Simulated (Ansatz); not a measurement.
The reference is Sr in the fcc (Cu type) structure (space group Fm-3m, No. 225).

```
CELL_PARAMETERS angstrom
      0.00000     2.96126     2.96126
      2.96126     0.00000     2.96126
      2.96126     2.96126     0.00000
ATOMIC_POSITIONS crystal
  Sr 0.00000 0.00000 0.00000
```

Cartesian axes are those of the cell as printed.

Method: Kohn–Sham DFT with the PBEsol functional, run in Ansatz (a program for electronic structure) with PAW and 420 eV plane waves, no spin-orbit coupling.

Before the change:

| Item | Value |
|---|---|
| Shortest interatomic distance | 4.188 Å |
| Pressure | 0.0 GPa |

One thing is altered: biaxial strain +2.08 %, plane normal [111], relaxed out of plane (Cartesian); in-plane vectors clamped, the third vector and the atoms free.

Question: What happens to the shortest interatomic distance?

Answer: The shortest interatomic distance increases by 0.013 Å (4.188 Å → 4.201 Å).

Question: Estimate the effect on the pressure.

Answer: The pressure (mean of the normal stresses, compression positive) goes from zero to -0.4 GPa.

No phonon test of stability was made.
